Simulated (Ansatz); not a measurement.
System: 1T (CdI2-type) PtTe2. Method: PBEsol+SOC in Ansatz (plane waves, PAW).

Settings: plane-wave cutoff 520 eV, 18×18×12 k mesh (along the axes of the cell as run), Fermi–Dirac smearing 0.05 eV, PAW data made under PBE.

Properties against volume:

Shape and atoms are relaxed at each volume.

```csv
V (Å³/atom),P (GPa),c (Å),a (Å)
23.391,2.80,5.024,4.016
23.878,1.26,5.095,4.029
24.365,0.00,5.170,4.041
24.853,-1.00,5.249,4.050
25.340,-1.77,5.335,4.056
```

Note: the cell comes from a level without a dispersion term, which matters for the spacing of layers, chains or molecules; the bulk modulus comes from volumes at which shape and atoms were relaxed.

Ansatz is a first-principles code.
